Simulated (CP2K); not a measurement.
Input and output of a self-consistent single point for YCo2Ge2 (I4/mmm, 5 atoms in the cell) (CP2K).

Computed with PBEsol, GPW, DZVP-MOLOPT-SR-GTH basis, GTH-PBE potentials (GTH_POTENTIALS) (CP2K).

```yaml
crystal:
  lattice:
    - [5.76188, 0.00000, 0.00000]
    - [3.06256, 4.88056, 0.00000]
    - [-4.41222, -2.44028, 2.78865]
  atoms:
    - { symbol: Y, position: [0.00000, 0.00000, 0.00000] }
    - { symbol: Co, position: [0.75000, 0.25000, 0.50000] }
    - { symbol: Co, position: [0.25000, 0.75000, 0.50000] }
    - { symbol: Ge, position: [0.62888, 0.62888, 0.00000] }
    - { symbol: Ge, position: [0.37112, 0.37112, 0.00000] }
```

Reference input (self-consistent single point, DFT LDA (Pade form), GPW, DZVP-MOLOPT-SR-GTH basis, GTH-PADE potentials (GTH_POTENTIALS)): CUTOFF = 600 Ry; REL_CUTOFF = 40 Ry; SMEAR/METHOD = GAUSSIAN; SIGMA = 0.2 eV; KPOINTS/SCHEME = MONKHORST-PACK 7 7 7; XC_FUNCTIONAL = PADE; Y/BASIS_SET = DZVP-MOLOPT-SR-GTH; Y/POTENTIAL = GTH-PADE-q11; Co/BASIS_SET = DZVP-MOLOPT-SR-GTH; Co/POTENTIAL = GTH-PADE-q17; Ge/BASIS_SET = DZVP-MOLOPT-SR-GTH; Ge/POTENTIAL = GTH-PADE-q4. This run's input differs from it in these lines:

```diff
@@ -42,3 +42,6 @@
     &XC
-      &XC_FUNCTIONAL PADE
+      &XC_FUNCTIONAL
+        &PBE
+          PARAMETRIZATION PBESOL
+        &END PBE
       &END XC_FUNCTIONAL
@@ -75,3 +78,3 @@
       BASIS_SET DZVP-MOLOPT-SR-GTH
-      POTENTIAL GTH-PADE-q11
+      POTENTIAL GTH-PBE-q11
     &END KIND
@@ -79,3 +82,3 @@
       BASIS_SET DZVP-MOLOPT-SR-GTH
-      POTENTIAL GTH-PADE-q17
+      POTENTIAL GTH-PBE-q17
     &END KIND
@@ -83,3 +86,3 @@
       BASIS_SET DZVP-MOLOPT-SR-GTH
-      POTENTIAL GTH-PADE-q4
+      POTENTIAL GTH-PBE-q4
     &END KIND
```

Output, abridged:

```
 SCF WAVEFUNCTION OPTIMIZATION

  Step     Update method      Time    Convergence         Total energy    Change
     1 NoMix/Diag. 0.30E+00      -     1.70923074      -337.9724454355 -3.38E+02
     2 Broy./Diag. 0.30E+00      -     0.58981924      -331.4673364413  6.51E+00
     3 Broy./Diag. 0.30E+00      -     0.30052940      -351.3137314227 -1.98E+01
     4 Broy./Diag. 0.30E+00      -     0.01888896      -337.5652425280  1.37E+01
     5 Broy./Diag. 0.30E+00      -     0.02160080      -337.0339714901  5.31E-01
     6 Broy./Diag. 0.30E+00      -     0.00493680      -336.7590107115  2.75E-01
   [... 4 lines left out ...]
    11 Broy./Diag. 0.30E+00      -     0.00005189      -336.7274340385 -1.50E-03
    12 Broy./Diag. 0.30E+00      -     0.00001081      -336.7273774878  5.66E-05
    13 Broy./Diag. 0.30E+00      -     0.00000528      -336.7272706735  1.07E-04
    14 Broy./Diag. 0.30E+00      -     0.00000053      -336.7272144624  5.62E-05
  *** SCF run converged in    14 steps ***

  Overlap energy of the core charge distribution:               0.00000000187452
  Self energy of the core charge distribution:               -547.87466383308401
  Core Hamiltonian energy:                                    148.45606635064516
  Hartree energy:                                              99.81709045688365
  Exchange-correlation energy:                                -37.12312792465602
  Smearing free energy correction:                             -0.00257951823239
  Fermi energy:                                                 0.37644371986359

  Total energy:                                              -336.72721446235442
  Total energy (extrapolated to sigma->0):                   -336.72592470323821

   [... lines left out ...]

 STRESS| Analytical stress tensor [bar]
 STRESS|                        x                   y                   z
 STRESS|      x       -1.39338453549E+04   1.13082060296E+03   8.66348697698E+00
 STRESS|      y        1.13082060296E+03  -1.53535220130E+04   4.96048351250E+00
 STRESS|      z        8.66348697698E+00   4.96048351250E+00  -1.59756665849E+04
 STRESS| 1/3 Trace                                            -1.50876779843E+04
```

The run converged in 14 iterations. Against the reference run the pressure goes from -8.25 to -1.51 GPa and the largest force goes from 0.232 to 0.024 eV/Å.

The starting cell comes from a database of computed structures (which also holds hypothetical and non-ambient phases and stackings), without a prior relaxation at this level. Its lattice was rescaled by a random factor within 2.5 % of one. Spin polarisation is off. Values carry the incompleteness of an atom-centred basis. The potentials were made for another functional than the one used.

Cost on one core of a shared machine: roughly 2 min.
